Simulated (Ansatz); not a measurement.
Consider this model of amorphous In$_{24}$O$_{39}$Y$_{2}$.

```
CELL_PARAMETERS angstrom
      9.67744     0.02412    -0.00945
      0.02412     9.84455     0.17703
     -0.00945     0.17703     9.69797
ATOMIC_POSITIONS crystal
  In 0.42243 0.35776 0.30758
  In 0.00173 0.50210 0.67341
  In 0.70717 0.39103 0.50626
  In 0.78929 0.21193 0.82407
  In 0.23446 0.53948 0.05780
  In 0.14175 0.13853 0.64063
  In 0.09279 0.26155 0.98372
  In 0.06453 0.42834 0.35972
  In 0.80386 0.71939 0.38000
  In 0.89774 0.99894 0.09433
  In 0.33443 0.42067 0.68161
  In 0.77232 0.36217 0.14639
  In 0.59346 0.90036 0.87992
  In 0.22967 0.09922 0.28352
  In 0.23746 0.76454 0.75526
  In 0.89173 0.86250 0.70901
  In 0.68183 0.55715 0.79757
  In 0.85544 0.09334 0.42755
  In 0.51259 0.09022 0.62103
  In 0.50899 0.71929 0.54782
  In 0.53799 0.99794 0.25609
  In 0.57779 0.67237 0.14711
  In 0.28482 0.91733 0.03804
  In 0.48474 0.25939 0.99208
  O  0.01089 0.22478 0.78652
  O  0.60474 0.88894 0.65596
  O  0.18630 0.55620 0.76604
  O  0.16371 0.73712 0.97989
  O  0.98100 0.60276 0.47132
  O  0.86296 0.32441 0.35817
  O  0.37223 0.90424 0.83914
  O  0.14065 0.36800 0.56045
  O  0.34154 0.20167 0.69191
  O  0.69806 0.60633 0.54320
  O  0.15693 0.59618 0.25597
  O  0.21744 0.31228 0.25295
  O  0.48646 0.40896 0.50015
  O  0.87219 0.20961 0.03628
  O  0.42989 0.10061 0.41263
  O  0.58503 0.12781 0.84357
  O  0.80762 0.40338 0.70190
  O  0.38723 0.10407 0.11227
  O  0.88821 0.88146 0.49475
  O  0.51487 0.86910 0.08353
  O  0.81826 0.96273 0.88697
  O  0.29562 0.75026 0.54098
  O  0.26899 0.89135 0.25734
  O  0.77159 0.57292 0.20391
  O  0.10981 0.06355 0.08161
  O  0.68850 0.70142 0.95399
  O  0.29236 0.35852 0.94153
  O  0.66365 0.38476 0.94217
  O  0.07415 0.09436 0.43800
  O  0.09720 0.92980 0.70937
  O  0.47424 0.58325 0.73423
  O  0.71816 0.17333 0.57689
  O  0.93789 0.80856 0.20098
  O  0.90119 0.66141 0.79149
  O  0.43128 0.52311 0.15292
  O  0.01576 0.45639 0.04619
  O  0.58397 0.27109 0.20128
  O  0.75277 0.03376 0.25296
  O  0.58850 0.78384 0.34314
  Y  0.13148 0.77094 0.38270
  Y  0.92994 0.66255 0.03116
```

Methods: PBE, scalar-relativistic without spin-orbit coupling (Ansatz, an electronic-structure program); r2SCAN, scalar-relativistic without spin-orbit coupling (Ansatz); HSE06, scalar-relativistic without spin-orbit coupling (Ansatz). Neutral PBE cell, which sets geometry, pressure and energy: sampling: a 2×2×2 Γ-centred mesh; Fermi-Dirac width 0.02 eV; no spin polarisation. Exact exchange is cut at the faces of this 10 Å cell, which leaves hybrid gaps a finite-size error.

The cell was made by melting and quenching with the CHGNet potential and then relaxed with DFT. O atoms were pushed apart under 1.9 Å during the dynamics, to hinder bonds among them. The hot cell started wider than the set density and was brought back towards it in steps. It is the lowest in DFT energy of 2 quenches. It is a model cell: composition and starting density were chosen by hand, and all elements were melted together. No dispersion term was used. Its density started from a set value of 6.39 and ended at 6.40 g/cm³. The quench (nominally 220 K/ps over its main leg) was far faster than any real one, so the model tends to hold more defects than a real film. A cell of this size samples the disorder only roughly. Volume and shape were free in the relaxation.

### Question
Give the pressure and the spacing of the highest filled and lowest empty levels.

### Answer

The pressure on a 2×2×2 Γ-centred mesh is 0.12 GPa. The largest force and stress component on that mesh (the relaxation ran on the zone centre alone) comes out as 0.09 eV/Å and 0.1 GPa and the gap on a 2×2×2 Γ-centred mesh (PBE) is 0.62 eV. The gap at the zone centre (PBE) is 0.63 eV. The gap at the zone centre (r2SCAN) is 1.06 eV and the gap at the zone centre (HSE06) is 2.00 eV. The distance between the nearest levels spread over more than a fifth of the atoms or a third of the atoms of their main element (six at least) (PBE, zone centre) is 0.63 eV.

### Question
At PBE and the zone centre, how localised are the states just below and above the Fermi level (participation number: the atoms over which a state spreads)?

### Answer
The highest filled state is spread over 13.3 atoms' worth, largest on O35, with weights by element (charge in smoothed Voronoi cells) O 0.95, In 0.04, Y 0.00. The lowest empty state is spread over 61.3 atoms' worth, largest on O47, with weights by element (charge in smoothed Voronoi cells) O 0.58, In 0.41, Y 0.02.

Neighbours within In-In 3.12 Å, In-O 2.58 Å, In-Y 3.43 Å, O-O 1.58 Å, O-Y 2.82 Å, Y-Y 3.74 Å count as bonded. Two cations that share two anions don't count as bonded, nor two that share one unless they lie closer than In-In 3.04 Å, In-Y 3.34 Å, Y-Y 3.64 Å.

Added carriers, by PBE, scalar-relativistic without spin-orbit coupling run with Ansatz on the zone centre alone. Charged cells keep the cell fixed and stand in a uniform background, with no image correction, at a width of 0.01 eV; where the count is odd the moment is locked at 1 μB, unless the neutral cell bore moments. Each starts from the undistorted neutral geometry alone. PBE's self-interaction favours spread-out carriers, so it can miss traps that a hybrid finds.

### Question
What happens at PBE when the cell takes an extra electron and the atoms relax?

### Answer
Relaxation lowers the charged cell by 0.01 eV. The largest moves are O55 0.02 Å, O28 0.01 Å, O36 0.01 Å, O43 0.01 Å. The level that holds the added charge spreads over 61.2 atoms' worth, most on O47 (weight 0.03): a carrier spread over the cell. No bond crosses its cut-off with a change of over 0.15 Å (metal-metal contacts aside). Made neutral again at that geometry, the cell lies +0.01 eV from the neutral start.

### Question
What happens at PBE when the cell takes a hole and the atoms relax?

### Answer
Relaxation lowers the charged cell by 0.10 eV. The largest moves are O59 0.24 Å, Y64 0.22 Å, O35 0.18 Å, In1 0.14 Å. The level that was emptied spreads over 4.9 atoms' worth, most on O35 (weight 0.39): a localised (trapped) carrier, which neighbours of that atom can share. Bonds formed: In1-O39, O43-Y64. Made neutral again at that geometry, the cell lies +0.38 eV from the neutral start (a closed shell was imposed there, with levels 0.09 eV apart, so this is an upper bound).
